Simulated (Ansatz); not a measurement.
The parent structure is TiB$_{2}$ (space group P6/mmm, No. 191).

```cif
data_B2Ti
_chemical_formula_sum 'Ti1 B2'
_space_group_name_H-M_alt 'P 1'
_space_group_IT_number 1
_cell_length_a 3.03199
_cell_length_b 3.03199
_cell_length_c 3.22435
_cell_angle_alpha 90.000
_cell_angle_beta 90.000
_cell_angle_gamma 120.000
loop_
_space_group_symop_operation_xyz
  'x, y, z'
loop_
_atom_site_label
_atom_site_type_symbol
_atom_site_fract_x
_atom_site_fract_y
_atom_site_fract_z
_atom_site_occupancy
Ti1 Ti 0.00000 0.00000 0.00000 1
B1 B 0.66667 0.33333 0.50000 1
B2 B 0.33333 0.66667 0.50000 1
```

Computed with DFT with PBE, PAW potentials and a 420 eV plane-wave cutoff in Ansatz (an electronic-structure program), spin-orbit coupling left out.

For the base:

```
Item                  Result
-------------------  -------
Lattice parameter a  3.032 Å
```

The change: a hydrostatic pressure of 15 GPa.

Problem. What happens to the lattice parameter a?

Solution. The lattice parameter a falls by 0.047 Å, from 3.032 Å to 2.985 Å.

Load acts through the strain it causes; cell and atoms are relaxed under it. No phonon test of stability was made. Competing high-pressure phases were not computed. All final runs are without spin polarisation.
